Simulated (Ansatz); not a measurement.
The structure below was relaxed with r2SCAN in Ansatz (plane waves to 500 eV, PAW, no spin-orbit coupling).

```yaml
crystal:
  lattice:
    - [6.79944, 0.00000, 0.00000]
    - [-3.39972, 5.88849, 0.00000]
    - [0.00000, 0.00000, 6.54400]
  atoms:
    - { symbol: Ga, position: [0.00000, 0.40251, 0.96186] }
    - { symbol: Ga, position: [0.40251, 0.00000, 0.96186] }
    - { symbol: Ga, position: [0.59749, 0.59749, 0.96186] }
    - { symbol: Ga, position: [0.33333, 0.66667, 0.57957] }
    - { symbol: Ga, position: [0.66667, 0.33333, 0.57957] }
    - { symbol: Ga, position: [0.00000, 0.00000, 0.46734] }
    - { symbol: Sb, position: [0.00000, 0.36109, 0.37039] }
    - { symbol: Sb, position: [0.36109, 0.00000, 0.37039] }
    - { symbol: Sb, position: [0.63891, 0.63891, 0.37039] }
    - { symbol: N, position: [0.33333, 0.66667, 0.87789] }
    - { symbol: N, position: [0.66667, 0.33333, 0.87789] }
    - { symbol: Sb, position: [0.00000, 0.00000, 0.86977] }
```

Problem. Find the space group and the Wyckoff positions.

Solution. Space group P31m (No. 157); a = 6.7994 Å, b = 6.7994 Å, c = 6.5440 Å, α = 90.00°, β = 90.00°, γ = 120.00°

| atom | site | symmetry | x | y | z |
|---|---|---|---|---|---|
| Ga | 3c | ..m | 0.5975 | 0.5975 | 0.9619 |
| Ga | 2b | 3.. | 0.3333 | 0.6667 | 0.5796 |
| Ga | 1a | 3.m | 0.0000 | 0.0000 | 0.4673 |
| Sb | 3c | ..m | 0.6389 | 0.6389 | 0.3704 |
| N | 2b | 3.. | 0.3333 | 0.6667 | 0.8779 |
| Sb | 1a | 3.m | 0.0000 | 0.0000 | 0.8698 |

Each cell is one ordered arrangement of few atoms, which overstates ordering effects compared with a random alloy. Stability against distortions was not tested. The final runs are not spin-polarised. The cell was made from GaN by this change: x(Sb) = 0.667, 12 atoms, P31m.

Ansatz is a program for electronic structure.
